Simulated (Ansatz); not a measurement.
# Rh, pressure series

Take Rh in the fcc (Cu type) structure (space group Fm-3m, No. 225) as the base.

```cif
data_Rh4
_chemical_formula_sum 'Rh4'
_space_group_name_H-M_alt 'Fm-3m'
_space_group_IT_number 225
_space_group_name_Hall '-F 4 2 3'
_cell_length_a 3.80000
_cell_length_b 3.80000
_cell_length_c 3.80000
_cell_angle_alpha 90.000
_cell_angle_beta 90.000
_cell_angle_gamma 90.000
loop_
_atom_site_label
_atom_site_type_symbol
_atom_site_symmetry_multiplicity
_atom_site_Wyckoff_symbol
_atom_site_fract_x
_atom_site_fract_y
_atom_site_fract_z
_atom_site_occupancy
Rh1 Rh 4 a 0.00000 0.00000 0.00000 1
```
(The calculation used a cell of 1 atom; values per cell refer to that cell.)

Cell and atoms are relaxed at each pressure.

Level of theory: r2SCAN (Ansatz, a quantum-chemistry and plane-wave program, PAW, without spin-orbit coupling).

Notes on the quantities. enthalpy: H = E + PV relative to the base's energy.

| change | shortest interatomic distance | enthalpy |
|---|---|---|
| base | 2.687 Å | – |
| pressure −2 GPa | 2.694 Å | -0.17 eV/atom |
| pressure −1 GPa | 2.690 Å | -0.09 eV/atom |
| pressure 3 GPa | 2.678 Å | +0.26 eV/atom |
| pressure 7 GPa | 2.666 Å | +0.59 eV/atom |
| pressure 15 GPa | 2.645 Å | +1.25 eV/atom |
| pressure 30 GPa | 2.612 Å | +2.45 eV/atom |
| pressure 50 GPa | 2.575 Å | +3.99 eV/atom |
| pressure 75 GPa | 2.537 Å | +5.83 eV/atom |
| pressure 100 GPa | 2.506 Å | +7.60 eV/atom |

Load acts through the strain it causes; cell and atoms are relaxed under it. Whether these cells are dynamically stable was not tested. Competing high-pressure phases were not computed. The final runs are not spin-polarised.
